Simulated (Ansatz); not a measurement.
**TaN (model structure, started from the NbAs type, I4₁md, No. 109, 4 atoms in the cell)**

Calculation: r²SCAN+rVV10 in Ansatz (plane waves, PAW).

Numerical settings: plane-wave cutoff 560 eV, 18×18×18 k mesh, Fermi–Dirac smearing 0.01 eV, scalar-relativistic PAW data made under PBE.

Cell (relaxed at this level):

```yaml
crystal:
  lattice:
    - [-1.44803, 1.44803, 5.10774]
    - [1.44803, -1.44803, 5.10774]
    - [1.44803, 1.44803, -5.10774]
  atoms:
    - { symbol: Ta, position: [0.49878, 0.49878, 0.00000] }
    - { symbol: Ta, position: [0.24878, 0.74878, 0.50000] }
    - { symbol: N, position: [0.91722, 0.91722, 0.00000] }
    - { symbol: N, position: [0.66722, 0.16722, 0.50000] }
```

```yaml
band_gap: 0.75 eV
smallest_direct_gap_on_the_k_points_sampled: 1.07 eV
direct gap at Γ: 5.21 eV
```

Note: the relaxation could raise the start's symmetry but not lower it, so the cell can be a saddle point.

Spin–orbit coupling is not included.

A model structure was made by putting elements into a prototype or built by hand; it is no filed structure, need not be a known phase, and can be a saddle point held by its symmetry.

Ansatz is a first-principles code.
